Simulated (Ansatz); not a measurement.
The starting structures come from a database of crystals and need not be the phases stable at ambient conditions.

 Where the default PAW files enter, the runs use the earlier of Ansatz's two default sets.

By PBEsol, the system below comes out a metal.

A figure of merit of an interconnect metal is its ballistic conductance per area.

Given:

```
Cu3Sn
1.0
    6.96998     0.00000     0.00000
    0.44383     6.95583     0.00000
    2.61922     2.45742     2.31445
Cu Sn
6 2
Direct
  0.84423   0.15577   0.75000
  0.15577   0.84423   0.25000
  0.68846   0.84423   0.71731
  0.31154   0.15577   0.28269
  0.84423   0.68846   0.21731
  0.15577   0.31154   0.78269
  0.66667   0.33333   0.25000
  0.33333   0.66667   0.75000
```

Space group of this cell: P6_3/mmc. The cell is taken as given; by PBEsol its mean pressure is -1.8 GPa.

The current flows along the normal of the first two printed cell vectors, the (111) plane of the conventional cell. No spin-orbit coupling; the value is a mean over 0.1 eV about the Fermi level.

Question: Estimate the ballistic conductance per area that PBEsol in Ansatz (a quantum-chemistry and plane-wave program) returns for this system.

Answer: 0.77 × 10¹⁵ S/m² for both spins.
